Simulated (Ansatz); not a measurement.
The parent structure is Cu in the fcc (Cu type) structure (space group Fm-3m, No. 225; a = 3.5790 Å; relaxed with 0.1 eV smearing). Axes: x, y, z lie along the cube axes.

The values are results of r2SCAN/PAW in Ansatz (a quantum-chemistry and plane-wave program), no spin-orbit coupling, earlier PAW set, not measurements.

For the base:

```
Property                         Value
-----------------------------  -------
Pressure                       0.0 GPa
Shortest interatomic distance  2.531 Å
```

The change: the cell is compressed by 0.95 % along z with no lateral relaxation, atoms relaxed at fixed cell.

Task: Estimate the effect on the pressure.

Result: The pressure (mean of the normal stresses, compression positive) goes from zero to 1.6 GPa.

Task: Predict the new shortest interatomic distance.

Result: The shortest interatomic distance drops by 0.012 Å (2.531 Å → 2.519 Å).

Task: Estimate the effect on the energy relative to the base.

Result: The energy goes up by 0.7 meV/atom.

The cells carry an imposed strain or load. No phonon test of stability was made. The final runs are not spin-polarised.
